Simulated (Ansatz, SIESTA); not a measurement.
Co3Os (P1, 4 atoms in the cell) computed with different codes at matched settings

Self-consistent single point, at a second geometry (atoms moved at random). First geometry:

```yaml
crystal:
  lattice:
    - [-1.82926, 1.82926, 3.64722]
    - [1.82926, -1.82926, 3.64722]
    - [1.82926, 1.82926, -3.64722]
  atoms:
    - { symbol: Co, position: [0.75000, 0.25000, 0.50000], spin: 3.0 }
    - { symbol: Co, position: [0.25000, 0.75000, 0.50000], spin: 3.0 }
    - { symbol: Co, position: [0.50000, 0.50000, 0.00000], spin: 3.0 }
    - { symbol: Os, position: [0.00000, 0.00000, 0.00000] }
```
(The spins are starting values, not results.)

Second geometry:
```xyz
4
Lattice="-1.8293 1.8293 3.6472 1.8293 -1.8293 3.6472 1.8293 1.8293 -3.6472" Properties=species:S:1:pos:R:3 pbc="T T T"
Co    -0.0272     1.8420     1.8546
Co     1.8526     0.0020     1.7841
Co     0.0376    -0.0305     3.6294
Os    -0.0337     0.0157     0.0263
```
Moments meant for the start (each program seeds them in its own way; μB, in the order of the atoms Co Co Co Os): 3.0 3.0 3.0 0.0.

Shared settings, as Ansatz (a first-principles code) writes them: kpoints.mp_grid.grid = 7 7 7; scf.occupations.method = gaussian; scf.occupations.width = 0.272 eV. Potentials and cutoffs stand in the table.

```json
[
 {"code": "SIESTA", "model": "GGA PBEsol, numerical atomic orbitals DZP, PseudoDojo PBEsol standard norm-conserving potentials (rewritten from UPF to PSML)", "ΔF from the first geometry (meV/atom)": "8.6", "pressure (GPa)": "-28.10", "largest force (eV/Å)": "0.487", "size of the net moment (μB/atom)": "0.64", "cutoff": "grid 300 Ry"},
 {"code": "Ansatz", "model": "PBEsol, PAW files made with PBE", "ΔF from the first geometry (meV/atom)": "9.0", "pressure (GPa)": "-24.40", "largest force (eV/Å)": "0.473", "size of the net moment (μB/atom)": "0.59", "cutoff": "420 eV"}
]
```

Size of the force on each atom (eV/Å): Sizes of forces hide their directions.

```tsv
code	Co1	Co2	Co3	Os4
SIESTA	0.259	0.469	0.329	0.487
Ansatz	0.343	0.473	0.355	0.431
```

On Ansatz's run: spin-orbit coupling is off. The magnetic order is the one reached from the typed start; others were not searched systematically.

The spread over the programs that give each value: ΔF from the first geometry within 0.4 meV/atom; pressure within 3.70 GPa; largest force within 0.014 eV/Å; size of the net moment within 0.05 μB/atom.

SIESTA uses small atom-centred bases, whose incompleteness enters pressures, forces and empty levels differently from a plane-wave cutoff. Ansatz's pressure is given at a fixed set of plane waves, as the other plane-wave codes print theirs; with its correction for the finite basis it is -24.29 GPa.

The starting cell comes from a database of computed structures (which also holds hypothetical and non-ambient phases and stackings), without a prior relaxation at this level. Its lattice was rescaled by a random factor within 2.5 % of one. For this run, on top of that: atoms moved at random.

Keys are those of Ansatz 0.2.
